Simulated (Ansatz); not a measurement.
## A computed series for MoS2: response to strain

Start from MoS$_{2}$ (space group P6_3/mmc, No. 194; a = 3.109 Å, c = 11.709 Å; layered, stacked along the Cartesian z axis). Axes: x lies along a and z along c of the hexagonal cell.

Strains are applied to the cell and any free atomic positions relax.

Method: DFT with PBEsol-D3(BJ), PAW potentials and a 420 eV plane-wave cutoff in Ansatz (a quantum-chemistry and plane-wave program), without spin-orbit coupling.

Candidates:
(a) uniaxial strain ε_zz = −3.00 %
(b) uniaxial strain ε_zz = −0.60 %
(c) uniaxial strain ε_zz = −1.80 %
(d) uniaxial strain ε_zz = −2.40 %

Base values:

| Item | Value |
|---|---|
| Band gap | 0.52 eV |

Task: Order them by band gap, highest first.

Result: (b) uniaxial strain ε_zz = −0.60 % (0.48 eV), (c) uniaxial strain ε_zz = −1.80 % (0.40 eV), (d) uniaxial strain ε_zz = −2.40 % (0.36 eV), (a) uniaxial strain ε_zz = −3.00 % (0.32 eV)

Whether these cells are dynamically stable was not tested.
